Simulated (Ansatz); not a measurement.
A computed series for InP: response to strain

The parent structure is InP in the zinc blende structure (space group F-43m, No. 216; a = 5.879 Å). Axes: x, y, z lie along the cube axes.

Strains are applied to the cell and any free atomic positions relax; under stress the whole cell relaxes.

Level of theory: Kohn–Sham DFT with the PBEsol functional, run in Ansatz (a quantum-chemistry and plane-wave program) with PAW and 420 eV plane waves, no SOC.

```tsv
case	pressure	volume per atom	band gap
base	-0.01 GPa	25.39 Å³	0.57 eV
isotropic strain −5.47 %	16.55 GPa	21.45 Å³	1.32 eV
isotropic strain −5.28 %	15.75 GPa	21.58 Å³	1.33 eV
uniaxial strain ε_yy = +3.58 %	-2.19 GPa	26.30 Å³	0.32 eV
uniaxial strain ε_zz = +0.46 %	-0.31 GPa	25.51 Å³	0.54 eV
uniaxial strain ε_zz = +1.82 %	[?]	25.86 Å³	[?]
uniaxial strain ε_zz = +3.12 %	-1.93 GPa	26.19 Å³	0.35 eV
uniaxial stress, 3 GPa tension along z	–	25.75 Å³	0.36 eV
tensor shear ε_xy = +0.57 %	-0.01 GPa	25.39 Å³	0.53 eV
uniaxial stress, 0.5 GPa compression along x	–	25.33 Å³	0.54 eV
```

Problem. What belongs in the blanks?

Solution. 
- uniaxial strain ε_zz = +1.82 %, pressure: -1.17 GPa
- uniaxial strain ε_zz = +1.82 %, band gap: 0.44 eV

Stability under load was not tested beyond the relaxation.
